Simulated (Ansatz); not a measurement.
Base system: MgB2 (space group P6/mmm, No. 191).

```xyz
3
Lattice="3.0631 0.0000 0.0000 -1.5316 2.6527 0.0000 0.0000 0.0000 3.5000" Properties=species:S:1:pos:R:3 pbc="T T T"
Mg     0.0000     0.0000     0.0000
B      0.0000     1.7685     1.7500
B      1.5316     0.8842     1.7500
```

The values are results of DFT with PBEsol, PAW potentials and a 420 eV plane-wave cutoff in Ansatz (a first-principles code), spin-orbit coupling left out, earlier PAW set, not measurements.

For the base:

```
Quantity               Result
-------------------  --------
Lattice parameter a  306.3 pm
Band gap                 zero
```

Now apply this change: a negative pressure, −1 GPa.

**Question.** How does this affect the lattice parameter a and band gap?

**Answer.** The lattice parameter a increases by 0.5 pm (306.3 pm → 306.8 pm); the band gap remains zero.

Load acts through the strain it causes; cell and atoms are relaxed under it. Stability against distortions was not tested. The final runs are not spin-polarised.
